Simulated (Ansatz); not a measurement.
```xyz
25
Lattice="23.0000 0.0000 0.0000 0.0000 23.0000 0.0000 0.0000 0.0000 3.1358" Properties=species:S:1:pos:R:3 pbc="T T T"
Sn     5.4969     5.4969     1.5679
Sn     5.7809     8.4840     1.4384
Sn     5.3004    11.5000     1.7892
Sn     5.7809    14.5160     1.4384
Sn     5.4969    17.5031     1.5679
Sn     8.4840     5.7809     1.6974
Sn    11.5000     5.3004     1.3466
Sn    11.5000     8.4019     1.2372
Sn     8.5887     8.5887     0.0000
Sn     8.4019    11.5000     1.8986
Sn    11.5000    11.5000     1.5679
Sn    11.5000    14.5981     1.2372
Sn     8.5887    14.4113     0.0000
Sn     8.4840    17.2191     1.6974
Sn    11.5000    17.6996     1.3466
Sn    14.5160     5.7809     1.6974
Sn    17.5031     5.4969     1.5679
Sn    17.2191     8.4840     1.4384
Sn    14.4113     8.5887     0.0000
Sn    14.5981    11.5000     1.8986
Sn    17.6996    11.5000     1.7892
Sn    17.2191    14.5160     1.4384
Sn    14.4113    14.4113     0.0000
Sn    14.5160    17.2191     1.6974
Sn    17.5031    17.5031     1.5679
```

The numbers are results of PBE (plane waves to 420 eV, PAW; Ansatz, an electronic-structure program), not measurements. Mesh 1×1×20. No spin polarisation. Isolated but for its images some 11 Å away. A hypothetical model. Only distortions within the start's symmetry and period were free. Values not marked SOC lack spin–orbit coupling. On relaxing, bonds broke or formed, so the name tells the start alone.

Give the properties of this body.

largest distance between nuclei across the axis: 16.98 Å
PBE gap: none (under 0.01 eV)
work function (PBE): 4.04 eV
